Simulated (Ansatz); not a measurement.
The reference is BeSe in the zinc blende structure (space group F-43m, No. 216; a = 5.178 Å).

(Cell as relaxed with PBE.)

Levels (all Ansatz, an electronic-structure program, PAW): PBE (420 eV, spin-orbit coupling left out); PBEsol (420 eV, without spin-orbit coupling).

Each level relaxes its own structure.

```json
[
 {"base": "volume per atom", "PBE": "17.35 Å³", "PBEsol": "16.86 Å³"},
 {"base": "lattice parameter a", "PBE": "5.178 Å", "PBEsol": "5.129 Å"},
 {"base": "band gap", "PBE": "2.67 eV", "PBEsol": "2.47 eV"}
]
```

Now apply this change: cell and atoms relaxed at a pressure of 10 GPa.

| quantity | PBE | PBEsol |
|---|---|---|
| electron mass | 0.84 mₑ along k, 0.25 mₑ across (at X) | ___ |
| gap character | indirect, Γ → X | ___ |
| shift of the gap caused by the change | -0.25 eV | ___ |

Given the PBE results, estimate those of PBEsol.


- electron mass, PBEsol: 0.80 mₑ along k, 0.25 mₑ across (at X)
- gap character, PBEsol: indirect, Γ → X
- shift of the gap caused by the change, PBEsol: -0.25 eV

The two agree on the gap character and shift of the gap caused by the change. Neither level is exact; PBEsol is the comparison here, not a measurement.

Load acts through the strain it causes; cell and atoms are relaxed under it. Effective masses come from finite differences of ±0.01 Å⁻¹. Along k means along the line from Γ to the band edge. Whether these cells are dynamically stable was not tested. No other phases were tried under pressure.
